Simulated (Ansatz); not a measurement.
## CdSe, pressure series

Start from CdSe in the zinc blende structure (space group F-43m, No. 216; a = 6.196 Å).

Cell and atoms are relaxed at each pressure.

Method: Ansatz (a program for electronic structure) PBE, no spin-orbit coupling.

Candidates:
(a) pressure 22.5 GPa
(b) pressure −1 GPa
(c) pressure 2.1 GPa
(d) pressure 30 GPa

Base values:

```
Property    Value
--------  -------
Band gap  0.49 eV
```

Question: Order them by band gap, highest first.

Answer: (d) pressure 30 GPa (1.10 eV), (a) pressure 22.5 GPa (1.02 eV), (c) pressure 2.1 GPa (0.58 eV), (b) pressure −1 GPa (0.45 eV)

Load acts through the strain it causes; cell and atoms are relaxed under it. No phonon test of stability was made. Tetrahedral semiconductors of this kind turn to denser phases somewhere between about 1 and 50 GPa; those were not computed, so compressed cells here can lie past the real transition.
